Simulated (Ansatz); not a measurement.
Take ZnO in the wurtzite structure (space group P6_3mc, No. 186; a = 3.280 Å, c = 5.294 Å) as the base. Axes: x lies along a and z along c of the hexagonal cell.

Calculations: plane-wave PAW DFT at the PBE level (Ansatz, a program for electronic structure, 420 eV), without spin-orbit coupling, earlier PAW set.

For the base:

The valence-band top at Γ is 0.00, 0.00, -0.08 eV.

Perturbation: uniaxial strain ε_zz = +1.38 %, all other strain components held at zero; the atoms relax in the strained cell.

Q: What happens to the stress, energy relative to the base and valence-band top at Γ?

A: The stress (xx, yy, zz, yz, xz, xy; compression positive) amounts to (-1.21, -1.21, -2.75, 0.00, 0.00, 0.00) GPa; the energy goes up by 1.5 meV/atom; the valence-band top at Γ (three highest levels, from the VBM) changes from 0.00, 0.00, -0.08 eV to 0.00, 0.00, -0.09 eV.

The levels and masses belong to the bands next to the band gap. Whether these cells are dynamically stable was not tested.
